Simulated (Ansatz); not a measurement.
Inside the gap of an insulator the Bloch states are evanescent, with a wavenumber k + iκ along the transport direction.

```yaml
crystal:
  lattice:
    - [4.17472, 0.00000, 0.00000]
    - [-2.08736, 3.61542, 0.00000]
    - [2.08736, -1.20514, 3.40865]
  atoms:
    - { symbol: In, position: [0.00000, 0.00000, 0.00000] }
    - { symbol: P, position: [0.25000, 0.75000, 0.25000] }
```

The cell is taken as given; by LDA it stands under a pressure of -2.6 GPa.

Transport runs along the normal of the first two printed cell vectors, the (111) plane of the conventional cell.

The gap is the functional's own, uncorrected, and κ follows it; spin-orbit coupling is left out. Mid-gap means the computed energy nearest the middle.

Task: Compute, with LDA (Ansatz, a first-principles code), the band gap and the smallest decay constant κ at mid-gap.

Result: Gap 0.36 eV on a 10×10×10 mesh; κ = 0.026 1/Å, at the zone centre.
